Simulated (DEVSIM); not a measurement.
Device: abrupt Si p-n junction, at 300 K.

Layer 1 from the left is Si, thickness (μm) 6.70, Na (cm⁻³) 4.8e17, τn (s) 5.8e-6, τp (s) 5.8e-6. Layer 2 from the left is Si, thickness (μm) 100, Nd (cm⁻³) 5.7e14, τn (s) 5.8e-6, τp (s) 5.8e-6.

Left contact: ohmic. Right contact: ohmic. Voltage is applied to the left contact. Recombination: SRH at mid-gap, Auger. Mobility is μmin + (μ − μmin)/(1 + (N/Nref)^α).

The device is made up for the run: typed textbook-type constants, with dimensions and the other settings drawn at random. Values at 300 K.

Si: gap (eV) 1.124, affinity (eV) 4.05, permittivity 11.7, Nc (cm⁻³) 2.86e19, Nv (cm⁻³) 3.1e19, μn (cm²/Vs) 1417, μp (cm²/Vs) 470, μn,min 52, μp,min 45, Nref,n 9.7e16, Nref,p 2.2e17, αn 0.68, αp 0.72, Cn (cm⁶/s) 2.8e-31, Cp (cm⁶/s) 9.9e-32.

**Question.** Estimate by hand the built-in potential, the peak field at zero bias, the capacitance at -6 V, and compare with a numerical solution.

**Answer.** 
- Built-in potential: ni = √(Nc Nv) exp(−Eg/2kT) = 1.08e10 cm⁻³ with Eg = 1.124 eV; Vbi = kT/q ln(Na Nd/ni²) = 0.736 V; numerical 0.736 V.
- Peak field at zero bias: depletion approximation: W = √(2εVbi/(qN)) = 1.29 μm with N = 5.69e14 cm⁻³; field = 2Vbi/W = 11400 V/cm; numerical 38600 V/cm (estimate below by 70 %).
- Capacitance at -6 V: C = √(qεN / 2(Vbi + |V|)) = 2.65 nF/cm²; numerical 2.66 nF/cm² (estimate below by 0.59 %).

Simulated with DEVSIM: 1D drift-diffusion, Boltzmann statistics, complete ionisation; no tunnelling, impact ionisation, image-force lowering or self-heating.
